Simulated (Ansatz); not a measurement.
A computed series for hypothetical anti-perovskite Cs3AuS: pressure series

Consider Cs$_{3}$AuS in the anti-perovskite structure (space group Pm-3m, No. 221; a hypothetical phase, not in the database extracts checked).

```yaml
crystal:
  lattice:
    - [6.54177, 0.00000, 0.00000]
    - [0.00000, 6.54177, 0.00000]
    - [0.00000, 0.00000, 6.54177]
  atoms:
    - { symbol: Cs, position: [0.00000, 0.50000, 0.50000] }
    - { symbol: Cs, position: [0.50000, 0.00000, 0.50000] }
    - { symbol: Cs, position: [0.50000, 0.50000, 0.00000] }
    - { symbol: Au, position: [0.00000, 0.00000, 0.00000] }
    - { symbol: S, position: [0.50000, 0.50000, 0.50000] }
```

Cell and atoms are relaxed at each pressure.

Method: Ansatz (a quantum-chemistry and plane-wave program) PBEsol, no spin-orbit coupling.

| case | electron mass | volume per atom | band gap |
|---|---|---|---|
| base | 0.33 mₑ along k, 0.54 mₑ across (at X) | 55.99 Å³ | 1.03 eV |
| pressure −1 GPa | 0.36 mₑ along k, 0.56 mₑ across (at X) | 64.20 Å³ | 1.25 eV |
| pressure 0.3 GPa | 0.33 mₑ along k, 0.53 mₑ across (at X) | 54.36 Å³ | 0.97 eV |
| pressure 0.7 GPa | 0.32 mₑ along k, 0.53 mₑ across (at X) | 52.58 Å³ | 0.90 eV |
| pressure 1.5 GPa | 0.31 mₑ along k, 0.51 mₑ across (at X) | 49.80 Å³ | 0.76 eV |
| pressure 3 GPa | 0.29 mₑ along k, 0.48 mₑ across (at X) | 46.01 Å³ | 0.52 eV |
| pressure 5 GPa | 0.28 mₑ along k, 0.43 mₑ across (at X) | 42.50 Å³ | 0.25 eV |
| pressure 7.5 GPa | – | 39.32 Å³ | zero |
| pressure 10 GPa | – | 36.88 Å³ | zero |

A case with no gap was solved on a k-mesh chosen for an insulator, which is coarse for it. Spin-orbit coupling, missing from the scalar runs, can matter with Au. Load acts through the strain it causes; cell and atoms are relaxed under it. Effective masses come from finite differences of ±0.01 Å⁻¹. Along k means along the line from Γ to the band edge. No phonon test of stability was made. Competing high-pressure phases were not computed. The final runs are not spin-polarised. A zero or small gap of Cs3AuS under pressure 5 GPa, Cs3AuS under pressure 7.5 GPa and Cs3AuS under pressure 10 GPa can be the functional's error rather than a property of the material.
